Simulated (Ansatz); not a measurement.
Take Ag in the fcc (Cu type) structure (space group Fm-3m, No. 225; a = 4.104 Å; relaxed with 0.1 eV smearing) as the base. Axes: x, y, z lie along the cube axes.

Method: DFT with r2SCAN, PAW potentials and a 500 eV plane-wave cutoff in Ansatz (a first-principles code), scalar-relativistic without spin-orbit coupling.

For the base:

The pressure is 0.0 GPa and the shortest interatomic distance is 2.902 Å.

One thing is altered: compressive biaxial strain of 3.00 % in the plane normal to [001], as in epitaxy on a mismatched substrate; the out-of-plane cell vector and the atoms relax.

Q: What does the calculation give for the energy relative to the base, ratio −ε⊥/ε∥, pressure and shortest interatomic distance after the change?

A: The energy goes up by 10 meV/atom; the ratio −ε⊥/ε∥ is 1.45; the pressure (mean of the normal stresses, compression positive) goes from zero to 2.3 GPa; the shortest interatomic distance shrinks by 0.087 Å, from 2.902 Å to 2.815 Å.

Stability against distortions was not tested.
